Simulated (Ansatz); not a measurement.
The starting structures come from a database of crystals and need not be the phases stable at ambient conditions.

By PBEsol, the system below comes out a metal.

Without scattering a metal conducts by its projected Fermi surface.

Data:

```
CELL_PARAMETERS angstrom
      3.58657     0.00000     0.00000
      0.00000     7.54358     0.00000
      0.00000     3.77179     3.77179
ATOMIC_POSITIONS crystal
  Y  0.00000 0.50000 0.00000
  Y  0.00000 0.00000 0.00000
  B  0.50000 0.13639 0.22722
  B  0.50000 0.86361 0.77278
  B  0.50000 0.36361 0.50000
  B  0.50000 0.63639 0.50000
  C  0.50000 0.33780 0.82440
  C  0.50000 0.66220 0.17560
  C  0.50000 0.16220 0.50000
  C  0.50000 0.83780 0.50000
```

Space group of this cell: P4/mbm. The cell is taken as given; by PBEsol its mean pressure is -2.7 GPa.

The current flows along the normal of the first two printed cell vectors, the (110) plane of the conventional cell. No spin-orbit coupling; the value is a mean over 0.1 eV about the Fermi level.

Problem. Predict the ballistic conductance per area from PBEsol in Ansatz (a quantum-chemistry and plane-wave program).

Solution. 0.51 × 10¹⁵ S/m² for both spins.
